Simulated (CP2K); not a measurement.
A self-consistent single point of CaSnF4 (P4/mmm, 6 atoms in the cell) with CP2K.

Method of the run: PBEsol, GPW, DZVP-MOLOPT-SR-GTH basis, GTH-PBE potentials (GTH_POTENTIALS) run with CP2K.

```xyz
6
Lattice="4.0046 0.0000 0.0000 0.0000 4.0046 0.0000 0.0000 0.0000 5.7805" Properties=species:S:1:pos:R:3 pbc="T T T"
Ca     0.0000     0.0000     2.8902
Sn     2.0023     2.0023     0.0000
F      2.0023     0.0000     1.5361
F      2.0023     0.0000     4.2444
F      0.0000     2.0023     1.5361
F      0.0000     2.0023     4.2444
```

Reference input (self-consistent single point, DFT LDA (Pade form), GPW, DZVP-MOLOPT-SR-GTH basis, GTH-PADE potentials (GTH_POTENTIALS)): CUTOFF = 550 Ry; REL_CUTOFF = 50 Ry; SMEAR/METHOD = FERMI_DIRAC; ELECTRONIC_TEMPERATURE = 116.05 K; KPOINTS/SCHEME = MONKHORST-PACK 8 8 5; GAMMA_CENTERED = T; XC_FUNCTIONAL = PADE; Ca/BASIS_SET = DZVP-MOLOPT-SR-GTH-q10; Ca/POTENTIAL = GTH-PADE-q10; Sn/BASIS_SET = DZVP-MOLOPT-SR-GTH-q4; Sn/POTENTIAL = GTH-PADE-q4; F/BASIS_SET = DZVP-MOLOPT-SR-GTH-q7. This run's input differs from it in these lines:

```diff
@@ -43,3 +43,6 @@
     &XC
-      &XC_FUNCTIONAL PADE
+      &XC_FUNCTIONAL
+        &PBE
+          PARAMETRIZATION PBESOL
+        &END PBE
       &END XC_FUNCTIONAL
@@ -78,3 +81,3 @@
       BASIS_SET DZVP-MOLOPT-SR-GTH-q10
-      POTENTIAL GTH-PADE-q10
+      POTENTIAL GTH-PBE-q10
     &END KIND
@@ -82,3 +85,3 @@
       BASIS_SET DZVP-MOLOPT-SR-GTH-q4
-      POTENTIAL GTH-PADE-q4
+      POTENTIAL GTH-PBE-q4
     &END KIND
@@ -86,3 +89,3 @@
       BASIS_SET DZVP-MOLOPT-SR-GTH-q7
-      POTENTIAL GTH-PADE-q7
+      POTENTIAL GTH-PBE-q7
     &END KIND
```

Output (repeated stretches shortened):

```
 SCF WAVEFUNCTION OPTIMIZATION

  Step     Update method      Time    Convergence         Total energy    Change
     1 NoMix/Diag. 0.20E+00      -     1.96165867      -137.0051884949 -1.37E+02
     2 Broy./Diag. 0.20E+00      -     0.08030370      -131.5977564218  5.41E+00
     3 Broy./Diag. 0.20E+00      -     0.09401269      -135.2730624911 -3.68E+00
     4 Broy./Diag. 0.20E+00      -     0.02334072      -137.3244716009 -2.05E+00
     5 Broy./Diag. 0.20E+00      -     0.03649844      -136.7505778118  5.74E-01
     6 Broy./Diag. 0.20E+00      -     0.00250775      -137.2046792651 -4.54E-01
   [... 4 lines left out ...]
    11 Broy./Diag. 0.20E+00      -     0.00002093      -137.1465284383  3.25E-04
    12 Broy./Diag. 0.20E+00      -     0.00000286      -137.1467976937 -2.69E-04
    13 Broy./Diag. 0.20E+00      -     0.00000692      -137.1467408979  5.68E-05
    14 Broy./Diag. 0.20E+00      -     0.00000034      -137.1467471406 -6.24E-06
  *** SCF run converged in    14 steps ***

  Overlap energy of the core charge distribution:               0.00000000000519
  Self energy of the core charge distribution:               -337.04208690974650
  Core Hamiltonian energy:                                     90.62833884963543
  Hartree energy:                                             133.79305693107941
  Exchange-correlation energy:                                -24.52605601152653
  Electronic entropic energy:                                  -0.00000000000020
  Fermi energy:                                                 0.22956472565530

  Total energy:                                              -137.14674714055320
  Total energy (extrapolated to T->0):                       -137.14674714055309

                     Mulliken Population Analysis

   [... lines left out ...]

 STRESS| Analytical stress tensor [bar]
 STRESS|                        x                   y                   z
 STRESS|      x       -1.21763773815E+04  -5.80836246210E-04  -2.16692204376E-05
 STRESS|      y       -5.80836246210E-04  -1.21763813571E+04  -2.17125920881E-05
 STRESS|      z       -2.16692204376E-05  -2.17125920881E-05  -1.47147848413E+04
 STRESS| 1/3 Trace                                            -1.30225145266E+04
```

The run converged in 14 iterations. Against the reference run the pressure goes from -6.19 to -1.30 GPa, the largest force goes from 0.044 to 0.038 eV/Å and the gap on the mesh goes from 3.502 to 3.514 eV.

The starting cell comes from a database of computed structures (which also holds hypothetical and non-ambient phases and stackings), without a prior relaxation at this level. Values carry the incompleteness of an atom-centred basis. The potentials were made for another functional than the one used.

Cost on one core of a shared machine: roughly 50 s.
